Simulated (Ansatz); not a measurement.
Worked example: self-consistent single point of GaCuGeSe4 (C2, 7 atoms in the cell) in Ansatz (a first-principles code).

Method: LDA (PW92), default PAW files made with PBE (plane waves; Ansatz).

```yaml
crystal:
  lattice:
    - [-2.76146, 2.76146, 5.42151]
    - [2.76146, -2.76146, 5.42151]
    - [2.76146, 2.76146, -5.42151]
  atoms:
    - { symbol: Ga, position: [0.50461, 0.50461, 0.00000] }
    - { symbol: Cu, position: [0.25000, 0.75000, 0.50000] }
    - { symbol: Ge, position: [0.75000, 0.25000, 0.50000] }
    - { symbol: Se, position: [0.11400, 0.11832, 0.47142] }
    - { symbol: Se, position: [0.88168, 0.35310, 0.99568] }
    - { symbol: Se, position: [0.64690, 0.64258, 0.52858] }
    - { symbol: Se, position: [0.35742, 0.88600, 0.00432] }
```

Reference input (self-consistent single point, DFT, LDA (PW92), plane waves, default PAW files made with PBE): basis.ecutwfc = 420 eV; kpoints.mp_grid.grid = 3 3 3; hamiltonian.xc = lda; hamiltonian.pseudopotentials = {kind: paw} (the program's default PAW files); scf.occupations.method = fixed. This run's input differs from it in these lines:

Ansatz 0.2 input:
```diff
@@ -17,3 +17,4 @@
   mp_grid:
-    grid: [3, 3, 3]
+    grid: [9, 9, 9]
+    shift: [0.5, 0.5, 0.5]
 hamiltonian:
```

The program printed (abridged):

```
SCF iter   1: F=—  HF=-36013.895321 eV  |F-HF|=—  |Δ(HF+E_count)|=         —  Δρ=9.21e-3  dr2=8.01e-2  ethr=1.77e-3  ⟨swp⟩=5.0  Hψ=40384  notcnv=0  defer=1839
all-band conjugate gradients solve this SCF's bands
preconditioner: auto → Resta (q_TF=auto, 2.549 Å⁻¹)
SCF iter   2: F=—  HF=-36013.899947 eV  |F-HF|=—  |Δ(HF+E_count)|=   4.63e-3  Δρ=9.03e-3  dr2=9.59e-2  ethr=7.28e-5  ⟨swp⟩=2.3  Hψ=27341  notcnv=0  defer=1842
   [... lines left out ...]
SCF iter   5: F=—  HF=-36013.879243 eV  |F-HF|=—  |Δ(HF+E_count)|=   6.38e-5  Δρ=1.35e-4  dr2=3.19e-5  ethr=3.63e-7  ⟨swp⟩=2.1  Hψ=18855  notcnv=0  defer=906
SCF iter   6: F=—  HF=-36013.879267 eV  |F-HF|=—  |Δ(HF+E_count)|=   2.42e-5  Δρ=5.05e-5  dr2=5.62e-6  ethr=2.90e-8  ⟨swp⟩=2.1  Hψ=18261  notcnv=0  defer=755
SCF iter   7: F=—  HF=-36013.879267 eV  |F-HF|=—  |Δ(HF+E_count)|=   4.77e-7  Δρ=2.11e-5  dr2=1.05e-6  ethr=5.11e-9  ⟨swp⟩=2.0  Hψ=17824  notcnv=0  defer=755
SCF iter   8: F=-36013.879267 eV  HF=-36013.879267 eV  |F-HF|=1.22e-8  |Δ(HF+E_count)|=   1.13e-7  Δρ=6.85e-6  dr2=9.09e-8  ethr=9.09e-11  ⟨swp⟩=9.3  Hψ=69752  notcnv=0
SCF 1 converged in 8 iterations: F = -36013.879267 eV  dr2 = 9.09e-8
Free energy (F): -36013.879267 eV
Internal energy: -36013.879267 eV  (E = F + TS)
E sigma→0 (E₀):  -36013.879267 eV
Fermi energy:    7.331293 eV
--- Forces (eV/Å), atoms counted from 1 ---
  atom   1  Ga     0.00000000     0.00000000    -0.35586263
  atom   2  Cu     0.00000000     0.00000000     0.02569184
  atom   3  Ge     0.00000000     0.00000000     0.12161808
  atom   4  Se    -0.03427954     0.19811515     0.00059506
  atom   5  Se     0.07805635     0.17648027     0.10368159
  atom   6  Se     0.03427954    -0.19811515     0.00059506
  atom   7  Se    -0.07805635    -0.17648027     0.10368159
--- Stress (GPa, compression-positive) ---
       -3.270437      -0.290483       0.000000
       -0.290483      -3.329761       0.000000
        0.000000       0.000000      -3.244943
  P = ⅓ Tr σ = -3.2817 GPa (-32.817 kbar)
  The stress holds the Pulay correction. Without it, at fixed plane waves, as pw.x and ABINIT print it: P = -3.3175 GPa
```

The run converged in 8 iterations. Against the reference run the free energy drops by 5.2 meV/atom, the pressure stays at -3.28 GPa, the largest force moves little (0.357 to 0.356 eV/Å) and the gap on the mesh goes from 0.659 to 0.804 eV.

The starting cell comes from a database of computed structures (which also holds hypothetical and non-ambient phases and stackings), without a prior relaxation at this level. Its lattice was rescaled by up to half a per cent. One atom was moved a little off its site on purpose. Ansatz's pressure includes its estimate of the finite-basis (Pulay) stress. Another mesh or the band path of this cell gives a smaller gap, so this value is not converged in the mesh.

Cost on one core of a shared machine: roughly 3 min.
